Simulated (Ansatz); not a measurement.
## Zr5Ge3 (P6₃/mcm, No. 193; cell taken from a computed entry)

All values below come from PBEsol in Ansatz (PAW).

Settings: plane-wave cutoff 500 eV, 6×6×8 k mesh (along the axes of the cell as run), Fermi–Dirac smearing 0.05 eV, scalar-relativistic PAW data made under PBE.

Cell (relaxed at this level):

```xyz
16
Lattice="8.0139 0.0000 0.0000 -4.0069 6.9402 0.0000 0.0000 0.0000 5.5515" Properties=species:S:1:pos:R:3 pbc="T T T"
Zr    -2.9922     5.1826     4.1636
Zr    -1.0148     1.7577     1.3879
Zr     2.0296     0.0000     1.3879
Zr     5.9843     0.0000     4.1636
Zr     1.0148     1.7577     4.1636
Zr     2.9922     5.1826     1.3879
Zr     0.0000     4.6268     2.7757
Zr     4.0069     2.3134     2.7757
Zr     4.0069     2.3134     0.0000
Zr     0.0000     4.6268     0.0000
Ge     3.1133     0.0000     4.1636
Ge     4.9006     0.0000     1.3879
Ge     1.5567     2.6962     1.3879
Ge     2.4503     4.2440     4.1636
Ge    -1.5567     2.6962     4.1636
Ge    -2.4503     4.2440     1.3879
```

```yaml
band_gap: zero (no gap)
```

Note: the relaxation could not lower the start's symmetry, so the cell can be a saddle point above a distorted one.

Spin–orbit coupling is not included.

Static lattice: no zero-point or thermal effects.

Computing time: around 13 core-minutes (rough).

Ansatz is a first-principles code.
